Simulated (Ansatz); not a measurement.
An Ansatz (an electronic-structure program) run: ScAl3 with a change (biaxial strain −2.33 %, plane normal [110], relaxed out of plane); r2SCAN (Ansatz, PAW, spin-orbit coupling left out).

Input:

Ansatz 0.2 input:
```yaml
crystal:
  lattice:
    - [3.9914529163, 0, 0]
    - [0, 5.6447668478, 0]
    - [0, 2.8223834239, 2.9233789196]
  atoms:
    - { symbol: Al, position: [0.5, 0.5, 0.5] }
    - { symbol: Al, position: [0, 0.5, 0] }
    - { symbol: Al, position: [0.5, 0, 0.5] }
    - { symbol: Sc, position: [0, 0, 0] }
basis: { ecutwfc: 500, ecutrho_ratio: 4, xc_grid: 4, fft_grid_basis: typed }
kpoints: { mp_grid: { grid: [14, 14, 14] } }
hamiltonian:
  xc: r2scan
  dispersion: none
  pseudopotentials: { kind: paw }
scf: { occupations: { method: fermi_dirac, width: 0.1 } }
relax: { f_tol: 0.005, max_steps: 50, cell: { stress_tol: 0.01, fix: [a, b, gamma] } }
output: { forces: true, stress: true }
checkpoint: { write: state.ck, write_every: 1000 }
```

Output (explanatory and most iteration lines left out):

```
Relaxation: its limit of steps is 50 (relax.max_steps)
Pseudopotential: Al, paw, valence charge 3
Pseudopotential: Sc, paw, valence charge 11
Crystal: 4 atoms, lattice volume = 65.866 Å³
Basis set: ecut = 500 eV, 1703 PW (Γ), exchange–correlation on 120×180×120 points (64 copies of the dense FFT grid, shifted against one another)
Bands: 14, of which v1, the nominal top of the filled ones, is band 10 counted from 1 (9 counted from 0)
Symmetry: 8 space group operations
Space group: Cmmm (ITA 65), of the structure as read, at distance tolerance 4.0e-5 Å
k-points: 456 of 2744
Functional: x = r2scan, c = r2scan; τ floored in thin density (d = 2e-4 eV/Å³)
SCF iter   1: F=—  HF=-3763.661737 eV  |F-HF|=—  |Δ(HF+E_count)|=         —  Δρ=6.24e-3  dr2=2.27e-2  dr2_τ=2.55e-2  ethr=1.77e-3  ⟨swp⟩=5.3  Hψ=38079  notcnv=0
SCF iter   2: F=—  HF=-3763.734353 eV  |F-HF|=—  |Δ(HF+E_count)|=   7.26e-2  Δρ=3.17e-3  dr2=7.19e-3  dr2_τ=1.93e-4  ethr=1.14e-4  ⟨swp⟩=2.0  Hψ=16093  notcnv=0
SCF 1 converged in 7 iterations: F = -3763.732922 eV  dr2 = 1.36e-8
relax step   1: F+E_penalty+E_count = -3763.73292155 eV  Δ(F+E_penalty+E_count) = +0.000e0 eV  max|allowed force component| = 1.183e-30 eV/Å  Δτ_max = 0.0000 Å  P = +3.731 GPa  Ω = 65.866 Å³  fix = [a, b, gamma]  reactions: a +5.434, b +5.909 GPa  (7 SCF iters, dr2 threshold 1.00e-7 eV, accepted)
[... steps on the carried basis left out ...]
relax step   3: F+E_penalty+E_count = -3763.73295768 eV  Δ(F+E_penalty+E_count) = -1.821e-6 eV  max|allowed force component| = 7.889e-31 eV/Å  Δτ_max = 0.0000 Å  P = +3.810 GPa  Ω = 65.814 Å³  energy of the carried Pulay correction = +1.165e-5 eV  fix = [a, b, gamma]  reactions: a +5.484, b +5.947 GPa  (4 SCF iters, dr2 threshold 2.05e-8 eV, accepted)
Crystal: 4 atoms, lattice volume = 65.814 Å³
SCF iter   1: F=—  HF=-3763.732945 eV  |F-HF|=—  |Δ(HF+E_count)|=         —  Δρ=1.79e-6  dr2=9.23e-10  dr2_τ=2.42e-9  ethr=1.55e-8  ⟨swp⟩=2.9  Hψ=55370  notcnv=0
SCF iter   2: F=—  HF=-3763.732946 eV  |F-HF|=—  |Δ(HF+E_count)|=   9.17e-7  Δρ=1.01e-6  dr2=3.99e-10  dr2_τ=1.23e-10  ethr=4.62e-12  ⟨swp⟩=2.3  Hψ=10937  notcnv=0
SCF 4 converged in 4 iterations: F = -3763.732946 eV  dr2 = 1.04e-12
SCF converged after 4 iterations
Free energy (F): -3763.732946 eV
Internal energy: -3763.694835 eV  (E = F + TS)
E sigma→0 (E₀):  -3763.713890 eV
Entropy (-TS):   -0.038111 eV (-9.528 meV/atom)
Fermi energy:    9.702696 eV
--- Forces (eV/Å), atoms counted from 1 ---
  atom   1  Al    -0.00000000     0.00000000     0.00000000
  atom   2  Al     0.00000000     0.00000000     0.00000000
  atom   3  Al     0.00000000     0.00000000     0.00000000
  atom   4  Sc     0.00000000     0.00000000     0.00000000
--- Stress (GPa, compression-positive) ---
        5.483580       0.000000       0.000000
        0.000000       5.946761       0.000000
        0.000000       0.000000      -0.000459
  P = ⅓ Tr σ = 3.8100 GPa (38.100 kbar)
--- Relaxed structure (3 steps of the walk, 3 accepted, 1 SCFs on fresh bases) ---
  cell:  # Å, volume = 65.8140 Å³
    - [3.9914529163, 0.0, 0.0]
    - [0.0, 5.6447668478, 0.0]
    - [0.0, 2.8223834239, 2.9210672720099065]
  atoms:
    - { symbol: Al, position: [0.49999999999999994, 0.4999999999999999, 0.49999999999999994] }
    - { symbol: Al, position: [9.424091932350718e-38, 0.49999999999999994, 0.0] }
    - { symbol: Al, position: [0.49999999999999994, 0.0, 0.49999999999999994] }
    - { symbol: Sc, position: [-2.827227579677788e-37, 0.0, 0.0] }
```

No phonon test of stability was made. All final runs are without spin polarisation. The cell was made from ScAl₃ in the Cu3Au type structure (space group Pm-3m, No. 221) by this change: biaxial strain −2.33 %, plane normal [110], relaxed out of plane.
